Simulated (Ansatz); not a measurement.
The structure below was relaxed with plane-wave PAW DFT at the PBEsol level (Ansatz, a quantum-chemistry and plane-wave program, 420 eV), no SOC.

Space group P4/mmm (No. 123); a = b = 3.780 Å, c = 4.024 Å, α = β = γ = 90.00°

| atom | site | symmetry | x | y | z |
|---|---|---|---|---|---|
| N | 1a | 4/mmm | 0.0000 | 0.0000 | 0.0000 |
| Cu | 2f | mmm. | 0.0000 | 0.5000 | 0.0000 |
| Zn | 1b | 4/mmm | 0.0000 | 0.0000 | 0.5000 |

Question: Write out a cell with all atoms.

Answer: 
```
ZnCu2N
1.0
    3.78032     0.00000     0.00000
    0.00000     3.78032     0.00000
    0.00000     0.00000     4.02368
N Cu Zn
1 2 1
Direct
  0.00000   0.00000   0.00000
  0.50000   0.00000   0.00000
  0.00000   0.50000   0.00000
  0.00000   0.00000   0.50000
```
This is the conventional cell.

Each cell is one ordered arrangement of few atoms, which overstates ordering effects compared with a random alloy. No phonon test of stability was made. The final runs are not spin-polarised. An odd electron count without spin: ZnCu2N. The cell was made from Cu3N by this change: x(Zn) = 0.333, 4 atoms, P4/mmm. ZnCu2N has a high density of states at the Fermi level and may be magnetic at this level.
